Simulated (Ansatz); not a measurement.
Take MoS2 in the 3R-MoS2 type structure (space group R3m, No. 160; a = 3.116 Å, c = 17.356 Å (hexagonal axes); layered, stacked along the Cartesian z axis) as the base.

Level of theory: PBEsol-D3(BJ) (Ansatz, a program for electronic structure), spin-orbit coupling left out.

One change was made to it. Results:

```json
[
 {"quantity": "band gap", "base": "0.50 eV", "after": "zero"},
 {"quantity": "density", "base": "5.47 g/cm³", "after": "6.74 g/cm³"},
 {"quantity": "c/a ratio", "base": "5.571", "after": "5.272"}
]
```

Q: What was done to the base?
A) pressure 30 GPa
B) pressure 7 GPa
C) pressure 100 GPa
D) pressure 3 GPa

A: A, pressure 30 GPa. For comparison, the density in the other runs: pressure 7 GPa gives 5.89 g/cm³; pressure 100 GPa gives 8.31 g/cm³; pressure 3 GPa gives 5.68 g/cm³.

A case with no gap was solved on a k-mesh chosen for an insulator, which is coarse for it. Load acts through the strain it causes; cell and atoms are relaxed under it. No phonon test of stability was made. Competing high-pressure phases were not computed. The final runs are not spin-polarised. A zero or small gap of MoS2 under pressure 30 GPa and MoS2 under pressure 7 GPa can be the functional's error rather than a property of the material.
